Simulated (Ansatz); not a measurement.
The parent structure is Li₂O in the anti-fluorite structure (space group Fm-3m, No. 225; a = 4.5727 Å). Axes: x, y, z lie along the cube axes.

One thing is altered: a free-standing slab of 4 layers (12 atoms, 3 a layer) is cut normal to [111], with 15 Å of vacuum and the in-plane cell held at bulk.

Method: r2SCAN (Ansatz, an electronic-structure program), no SOC.

**Question.** Give the band edges at the high-symmetry points of the new zone, measured from its valence-band maximum.

**Answer.** 
| point | valence edge (eV) | conduction edge (eV) |
|---|---|---|
| Γ | 0.00 | 3.44 |
| M | -0.44 | 6.01 |
| K | -0.67 | 8.13 |

The gap is 3.44 eV, direct at Γ.

Stability against distortions was not tested. k-point labels follow each cell's own Brillouin zone.
